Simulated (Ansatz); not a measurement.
Bi4Ge3O12 (I-43d, No. 220), treated with rVV10 in Ansatz (PAW).

Run with plane-wave cutoff 520 eV, 6×6×6 k mesh, Fermi–Dirac smearing 0.01 eV, scalar-relativistic PAW data made under PBE.

Cell (relaxed at this level):

Space group I-43d (No. 220); a = b = c = 10.6297 Å, α = β = γ = 90.00°

| atom | site | symmetry | x | y | z |
|---|---|---|---|---|---|
| Ge | 12a | -4.. | 0.0000 | 0.2500 | 0.3750 |
| Bi | 16c | .3. | 0.0842 | 0.0842 | 0.0842 |
| O | 48e | 1 | 0.0728 | 0.1243 | 0.2904 |
(The calculation used a cell of 38 atoms; values per cell refer to that cell.)

**Question.** Predict the bulk modulus B0, direct gap at Γ, pressure derivative B′ of the bulk modulus and smallest direct gap on the k points sampled.

**Answer.** 
* **bulk modulus B0**: 58.1 GPa
* **direct gap at Γ**: 3.76 eV
* **pressure derivative B′ of the bulk modulus**: 5.1
* **smallest direct gap on the k points sampled**: 3.41 eV

Spin–orbit coupling is not included; with these elements it can move the gap by several tenths of an eV or more.

Computed values are for the static lattice.

The result took around 110 core-minutes (rough).

Ansatz is an electronic-structure program.
